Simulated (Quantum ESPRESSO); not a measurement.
```
LiNiS2
1.0
    5.65717     0.00000     0.00000
    0.00000     3.36510     0.00000
   -0.00812     0.00000     5.82930
Li Ni S
2 2 4
Direct
  0.50000   0.25785   0.75000
  0.50000   0.74215   0.25000
  0.00000   0.74624   0.25000
  0.00000   0.25376   0.75000
  0.21131   0.24667   0.41869
  0.78869   0.75333   0.58131
  0.78869   0.24667   0.08131
  0.21131   0.75333   0.91869
```

Method: PBEsol, GBRV 1.5 ultrasoft (PBESOL) pseudopotentials (plane waves; Quantum ESPRESSO).

The set-up and first iterations of a Quantum ESPRESSO log for LiNiS2 (P2/c, 8 atoms in the cell):

```
     Message from routine setup:
     using ibrav=0 with symmetry is DISCOURAGED, use correct ibrav instead
     G-vector sticks info
     --------------------
     sticks:   dense  smooth     PW     G-vecs:    dense   smooth      PW
     Sum        2161    1089    317               101131    35783    5675

     bravais-lattice index     =            0
     lattice parameter (alat)  =      10.6905  a.u.
     unit-cell volume          =     748.8776 (a.u.)^3
     number of atoms/cell      =            8
     number of atomic types    =            3
     number of electrons       =        66.00
     number of Kohn-Sham states=           40
     kinetic-energy cutoff     =      50.0000  Ry
     charge density cutoff     =     400.0000  Ry
     scf convergence threshold =      1.0E-10
     mixing beta               =       0.7000
     number of iterations used =            8  plain     mixing
     Exchange-correlation= SLA  PW   PSX  PSC
   [... lines left out ...]

      4 Sym. Ops., with inversion, found ( 2 have fractional translation)

   Cartesian axes

     site n.     atom                  positions (alat units)
         1        Li     tau(   1) = (   0.4989236   0.1533792   0.7728204  )
         2        Li     tau(   2) = (   0.4996412   0.4414598   0.2576068  )
         3        Ni     tau(   3) = (  -0.0003588   0.4438927   0.2576068  )
         4        Ni     tau(   4) = (  -0.0010764   0.1509464   0.7728204  )
         5        S      tau(   5) = (   0.2107091   0.1467289   0.4314296  )
         6        S      tau(   6) = (   0.7878557   0.4481101   0.5989977  )
         7        S      tau(   7) = (   0.7885733   0.1467289   0.0837840  )
         8        S      tau(   8) = (   0.2099915   0.4481101   0.9466432  )

     number of k points=    40  Gaussian smearing, width (Ry)=  0.0100
                       cart. coord. in units 2pi/alat
        k(    1) = (   0.0000000   0.0000000   0.0000000), wk =   0.0178571
        k(    2) = (   0.0000000   0.0000000   0.2426178), wk =   0.0357143
        k(    3) = (   0.0000000   0.0000000  -0.4852356), wk =   0.0178571
   [... 37 lines left out ...]

     Dense  grid:   101131 G-vectors     FFT dimensions: (  72,  45,  72)

     Smooth grid:    35783 G-vectors     FFT dimensions: (  50,  30,  50)

     Initial potential from superposition of free atoms

     starting charge      61.0982, renormalised to      66.0000
     Self-consistent Calculation

     iteration #  1     ecut=    50.00 Ry     beta= 0.70

     total energy              =    -726.07614785 Ry
     estimated scf accuracy    <     115.31458665 Ry

     iteration #  2     ecut=    50.00 Ry     beta= 0.70

     total energy              =    -801.77497147 Ry
     estimated scf accuracy    <     299.93316743 Ry

     iteration #  3     ecut=    50.00 Ry     beta= 0.70

     total energy              =    -810.92794963 Ry
     estimated scf accuracy    <      45.26476592 Ry
```

Will this run converge, and how will it end?

The run converged in 27 iterations. Convergence of the loop says nothing yet on basis, mesh or lower states. Warnings to mind: c_bands:  1 eigenvalues not converged; c_bands:  2 eigenvalues not converged. It ends on: free energy E − TS -11039.2131 eV; Fermi level (on the code's own zero) 9.33 eV; pressure 1.16 GPa; largest force (vector length) 0.116 eV/Å. The log goes on:

```
   [... 22 blocks of this kind left out ...]

     iteration # 26     ecut=    50.00 Ry     beta= 0.70

     total energy              =    -811.36719890 Ry
     estimated scf accuracy    <          2.3E-09 Ry

     iteration # 27     ecut=    50.00 Ry     beta= 0.70
     End of self-consistent calculation

     the Fermi energy is     9.3289 ev

!    total energy              =    -811.36719890 Ry
     estimated scf accuracy    <          5.5E-11 Ry
     smearing contrib. (-TS)   =      -0.00426548 Ry
     internal energy E=F+TS    =    -811.36293342 Ry

     convergence has been achieved in  27 iterations

     Forces acting on atoms (cartesian axes, Ry/au):

     atom    1 type  1   force =     0.00000000   -0.00095410    0.00000000
     atom    2 type  1   force =     0.00000000    0.00095410    0.00000000
     atom    3 type  2   force =     0.00000000    0.00071828    0.00000000
     atom    4 type  2   force =     0.00000000   -0.00071828    0.00000000
     atom    5 type  3   force =     0.00300762    0.00091542   -0.00322204
     atom    6 type  3   force =    -0.00300762   -0.00091542    0.00322204
     atom    7 type  3   force =    -0.00300762    0.00091542    0.00322204
     atom    8 type  3   force =     0.00300762   -0.00091542   -0.00322204

     Total force =     0.009160     Total SCF correction =     0.000018

          total   stress  (Ry/bohr**3)                   (kbar)     P=       11.58
   0.00007540   0.00000000  -0.00002258           11.09        0.00       -3.32
   0.00000000   0.00006963   0.00000000            0.00       10.24        0.00
  -0.00002258   0.00000000   0.00009110           -3.32        0.00       13.40

   JOB DONE.
```

For comparison: a first run was changed to give this one (lattice scaled by 0.98), and from it to this one the free energy falls by 9.7 meV/atom, the pressure goes from -4.50 to 1.16 GPa and the largest force goes from 0.337 to 0.116 eV/Å.

The starting cell comes from a database of computed structures (which also holds hypothetical and non-ambient phases and stackings), without a prior relaxation at this level. Its lattice was rescaled by a random factor within 2.5 % of one. For this run, on top of that: lattice scaled by 0.98. Spin polarisation is off, so a magnetic state, if there is one, cannot be reached.

The run was DFT, PBEsol, plane waves, GBRV 1.5 ultrasoft (PBESOL) pseudopotentials. Main settings of its input:

- ecutwfc: 50 Ry
- ecutrho: 400 Ry
- occupations: smearing
- smearing: gaussian
- degauss: 0.0099958 Ry
- K_POINTS: automatic 4 7 4 0 0 0
- conv_thr: 1e-10 Ry
- mixing_beta: 0.7
